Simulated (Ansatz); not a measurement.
## GaCuSe$_{2}$ in the chalcopyrite structure (space group I-42d, No. 122)

```
GaCuSe2
1.0
   -2.80414     2.80414     5.54875
    2.80414    -2.80414     5.54875
    2.80414     2.80414    -5.54875
Cu Ga Se
2 2 4
Direct
  0.75000   0.25000   0.50000
  0.00000   0.00000   0.00000
  0.25000   0.75000   0.50000
  0.50000   0.50000   0.00000
  0.12134   0.12500   0.49634
  0.62866   0.62500   0.50366
  0.37500   0.87866   0.00366
  0.87500   0.37134   0.99634
```

The values are results of DFT with r2SCAN, PAW potentials and a 500 eV plane-wave cutoff in Ansatz (a first-principles code), no spin-orbit coupling, not measurements. k-mesh 8×8×8 (Γ-centred); smearing 0.05 eV (Fermi–Dirac).

The volume per atom comes out as 21.82 Å³. The density comes out as 5.54 g/cm³, the band gap comes out as 0.57 eV, direct at Γ and the electron mass is 0.071 mₑ along c, 0.079 mₑ across. The hole mass is 0.083 mₑ along c, 0.68 mₑ across and the total energy comes out as -5345.015 eV/atom (σ→0; compares only within this code and set-up).

Masses are band curvatures over ±0.01 Å⁻¹ around the edge. Stability against distortions was not tested. The final runs are not spin-polarised.
